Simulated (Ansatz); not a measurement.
Results of PBEsol+SOC (Ansatz, a program for electronic structure, PAW) for GeS (model structure, started from the 6H type, P6₃mc, No. 186, 12 atoms in the cell).

Run with plane-wave cutoff 520 eV, 18×18×4 k mesh (along the axes of the cell as run), Fermi–Dirac smearing 0.05 eV, PAW data made under PBE.

Cell (relaxed with PBEsol):

```
GeS
1.0
    4.54405     0.00000     0.00000
   -2.27202     3.93526     0.00000
    0.00000     0.00000    15.28914
Ge S
6 6
Cartesian
  0.00000   0.00000   0.29964
  0.00000   0.00000   7.94421
  2.27202   1.31175  12.90263
  0.00000   2.62351   5.25806
  2.27202   1.31175   2.85225
  0.00000   2.62351  10.49682
  0.00000   0.00000  13.14549
  0.00000   0.00000   5.50092
  2.27202   1.31175  10.46382
  0.00000   2.62351   2.81925
  2.27202   1.31175   0.45029
  0.00000   2.62351   8.09486
```

**Question.** Estimate the band gap and Γ–Γ gap that the calculation returns.

**Answer.** 
* **band gap**: 0.57 eV (on the SCF k mesh)
* **Γ–Γ gap**: 1.72 eV

Note: the relaxation could raise the start's symmetry but not lower it, so the cell can be a saddle point.

The result took very roughly 30 core-minutes.

A model structure was made by putting elements into a prototype or built by hand; it is no filed structure, need not be a known phase, and can be a saddle point held by its symmetry.
